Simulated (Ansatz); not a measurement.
Ansatz (an electronic-structure program) run on a (100) slab of Ta (cut from a parent of space group no. 191; 6 atoms in the cell): self-consistent single point.

Method of the run: PBE, norm-conserving files (source: ansatz) (plane waves; Ansatz).

```
CELL_PARAMETERS angstrom
      2.84402     0.00000     0.00000
      0.00000     4.67599     0.00000
      0.00000     0.00000    18.74920
ATOMIC_POSITIONS crystal
  Ta 0.00000 0.58333 0.46400
  Ta 0.50000 0.58333 0.32001
  Ta 0.50000 0.08333 0.39201
  Ta 0.00000 0.08333 0.67999
  Ta 0.50000 0.08333 0.53600
  Ta 0.50000 0.58333 0.60799
```

Reference input (self-consistent single point, DFT, PBE, plane waves, default PAW files): basis.ecutwfc = 420 eV; kpoints.mp_grid.grid = 12 8 1; hamiltonian.xc = pbe; hamiltonian.pseudopotentials = {kind: paw} (the program's default PAW files); scf.occupations.method = methfessel_paxton; scf.occupations.width = 0.272 eV. This run's input differs from it in these lines:

Ansatz 0.2 input:
```diff
@@ -13,4 +13,2 @@
     - { symbol: Ta, position: [0.500000, 0.583333, 0.607994] }
-basis:
-  ecutwfc: 420.0 eV
 kpoints:
@@ -19,3 +17,3 @@
   xc: pbe
-  pseudopotentials: { kind: paw }
+  pseudopotentials: { kind: nc, source: ansatz }
 scf:
```

Output, abridged:

```
SCF iter   1: F=—  HF=-48400.063813 eV  |F-HF|=—  |Δ(HF+E_count)|=         —  Δρ=4.52e-2  dr2=5.85e1  ethr=3.10e-3  ⟨swp⟩=7.9  Hψ=14420  notcnv=0
all-band conjugate gradients solve this SCF's bands
preconditioner: auto → LDOS
SCF iter   2: F=—  HF=-48395.801689 eV  |F-HF|=—  |Δ(HF+E_count)|=    4.26e0  S|Δr|=    0.00e0  Δρ=1.95e-2  dr2=8.09e0  ethr=3.10e-3  ⟨swp⟩=3.1  Hψ=7927  notcnv=0  defer=177
   [... lines left out ...]
SCF iter   7: F=—  HF=-48395.384399 eV  |F-HF|=—  |Δ(HF+E_count)|=   7.57e-5  S|Δr|=    0.00e0  Δρ=6.76e-5  dr2=1.58e-5  ethr=1.44e-6  ⟨swp⟩=1.9  Hψ=3828  notcnv=0  defer=174
SCF iter   8: F=—  HF=-48395.382386 eV  |F-HF|=—  |Δ(HF+E_count)|=   2.01e-3  S|Δr|=    0.00e0  Δρ=1.80e-5  dr2=8.66e-7  ethr=9.75e-9  ⟨swp⟩=2.6  Hψ=6321  notcnv=0  defer=174
SCF iter   9: F=-48395.382386 eV  HF=-48395.382386 eV  |F-HF|=2.39e-8  |Δ(HF+E_count)|=   2.77e-8  S|Δr|=    0.00e0  Δρ=4.89e-6  dr2=9.46e-8  ethr=6.17e-11  ⟨swp⟩=15.7  Hψ=20035  notcnv=0
SCF 1 converged in 9 iterations: F = -48395.382386 eV  dr2 = 9.46e-8
Stability not checked (fill_not_monotonic)
Free energy (F): -48395.382386 eV
Internal energy: -48395.360687 eV  (E = F + TS)
E sigma→0 (E₀):  -48395.376961 eV
Entropy (-TS):   -0.021699 eV (-3.617 meV/atom)
Fermi energy:    9.684641 eV
--- Forces (eV/Å), atoms counted from 1 ---
  atom   1  Ta     0.00000000     0.00000000    -0.97249356
  atom   2  Ta     0.00000000     0.00000000     0.50137553
  atom   3  Ta     0.00000000     0.00000000    -0.50466193
  atom   4  Ta     0.00000000     0.00000000    -0.42899270
  atom   5  Ta     0.00000000     0.00000000     0.00155813
  atom   6  Ta     0.00000000     0.00000000     1.40322318
--- Stress (GPa, compression-positive) ---
       -5.974457       0.000000       0.000000
        0.000000       1.486734       0.000000
        0.000000       0.000000       0.885952
  P = ⅓ Tr σ = -1.2006 GPa (-12.006 kbar)
  The stress holds the Pulay correction. Without it, at fixed plane waves, as pw.x and ABINIT print it: P = -1.2127 GPa
```

The run converged in 9 iterations. Against the reference run the largest force moves little (1.407 to 1.403 eV/Å). The full log also holds: “WARN basis.ecutwfc = 1000 eV, the default”.

The starting cell was generated: these elements placed on a structure prototype, without a prior relaxation; it need not be a known phase or ordering of this composition. The slab is cut from that crystal, and its faces are unrelaxed. Spin-orbit coupling is off. Spin polarisation is off. The two faces of this cut differ, and no dipole correction was used. Forces in this geometry exceed 1 eV/Å.

Cost on one core of a shared machine: roughly 4 min.
